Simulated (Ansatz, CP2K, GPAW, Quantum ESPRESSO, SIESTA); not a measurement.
## One structure in several programs: NiGe (Pnma, 8 atoms in the cell)

Self-consistent single point.

```
NiGe
1.0
    5.29714     0.00000     0.00000
    0.00000     3.42987     0.00000
    0.00000     0.00000     5.73553
Ni Ge
4 4
Direct
  0.50554   0.25000   0.69073
  0.49446   0.75000   0.30927
  0.99446   0.75000   0.19073
  0.00554   0.25000   0.80927
  0.68966   0.25000   0.08698
  0.31034   0.75000   0.91302
  0.81034   0.75000   0.58698
  0.18966   0.25000   0.41302
```

Shared settings, as Ansatz (a quantum-chemistry and plane-wave program) writes them: kpoints.mp_grid.grid = 4 5 3; scf.occupations.method = fermi_dirac; scf.occupations.width = 0.05 eV. Potentials and cutoffs stand in the table.

| code | model | pressure (GPa) | largest force (eV/Å) | cutoff |
|---|---|---|---|---|
| Quantum ESPRESSO | LDA (PZ), PSlibrary ultrasoft (LDA) pseudopotentials | -2.30 | 0.049 | 50 Ry |
| Ansatz | LDA (PW92), PAW files made with PBE | -3.71 | 0.058 | 420 eV |
| SIESTA | LDA PW92, numerical atomic orbitals DZP, PseudoDojo LDA standard norm-conserving potentials (rewritten from UPF to PSML) | -1.75 | 0.260 | grid 350 Ry |
| CP2K | LDA (Pade form), GPW, TZVP-MOLOPT-SR-GTH basis, GTH-PADE potentials (GTH_POTENTIALS) | -4.93 | 0.056 | grid 600 Ry |
| GPAW | LDA (Perdew-Wang 92), GPAW PAW datasets LDA (gpaw-data 1.0.1) | -3.08 | 0.050 | 800 eV |

Size of the force on each atom (eV/Å): Sizes of forces hide their directions.

```json
[
 {"code": "Quantum ESPRESSO", "Ni1": "0.049", "Ni2": "0.049", "Ni3": "0.049", "Ni4": "0.049", "Ge5": "0.012", "Ge6": "0.012", "Ge7": "0.012", "Ge8": "0.012"},
 {"code": "Ansatz", "Ni1": "0.021", "Ni2": "0.021", "Ni3": "0.021", "Ni4": "0.021", "Ge5": "0.058", "Ge6": "0.058", "Ge7": "0.058", "Ge8": "0.058"},
 {"code": "SIESTA", "Ni1": "0.133", "Ni2": "0.133", "Ni3": "0.133", "Ni4": "0.133", "Ge5": "0.260", "Ge6": "0.260", "Ge7": "0.260", "Ge8": "0.260"},
 {"code": "CP2K", "Ni1": "0.016", "Ni2": "0.016", "Ni3": "0.016", "Ni4": "0.016", "Ge5": "0.056", "Ge6": "0.056", "Ge7": "0.056", "Ge8": "0.056"},
 {"code": "GPAW", "Ni1": "0.015", "Ni2": "0.015", "Ni3": "0.015", "Ni4": "0.015", "Ge5": "0.050", "Ge6": "0.050", "Ge7": "0.050", "Ge8": "0.050"}
]
```

On Ansatz's run: spin polarisation is off.

The spread over the programs that give each value: pressure within 3.18 GPa; largest force within 0.211 eV/Å.

SIESTA and CP2K use small atom-centred bases, whose incompleteness enters pressures, forces and empty levels differently from a plane-wave cutoff. Ansatz's pressure is given at a fixed set of plane waves, as the other plane-wave codes print theirs; with its correction for the finite basis it is -3.63 GPa. The same LDA comes in different parametrisations, which differ slightly. In the pressure, SIESTA (by 1.34) and CP2K (by 1.85) lie more than 1 GPa from the median of the plane-wave programs. In the force vectors, SIESTA (by 0.213) lies more than 0.08 eV/Å from the median of the plane-wave programs.

The shared mesh is coarse (it stands for a supercell whose shortest vector is 17 Å), so the values are not converged in it.

The starting cell comes from a database of computed structures (which also holds hypothetical and non-ambient phases and stackings), without a prior relaxation at this level. Its lattice was rescaled by a random factor within 2.5 % of one.

Left out of this page: Elk (not drawn, or without a comparable value); FLEUR (with a known weakness of the program).

Keys are those of Ansatz 0.2.
